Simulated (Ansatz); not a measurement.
Functionals compared on a constructed model of the (0001) surface of hcp Hf, a pseudomorphic layer of Si in the host's stacking (bottom of the slab: a bare face, its two planes held), in Ansatz (plane waves, PAW). The structure was relaxed with PBE; the other rows are single points on it. Cutoff 420 eV (500 eV for r2SCAN).

Slab: 7 atoms, 15.0 Å thick at the start; k 13x13x1, smearing 0.1 eV, dipole-corrected; 2 atoms held, the rest relaxed; symmetry of the start imposed; no spin, no spin-orbit, no U. It is one candidate, not shown to be the stable structure of the face. These notes are the PBE run's.

| functional | work function of the top face (eV) | rough cost of the single point |
|---|---|---|
| PBE | 5.15 | – |
| RPBE | … | very roughly 40 core-seconds |
| r2SCAN | 5.28 | about 80 core-seconds (a rough figure) |

Task: Complete the blanks.

Result: 
- RPBE, work function of the top face (eV): 5.08

Ansatz is a program for electronic structure.
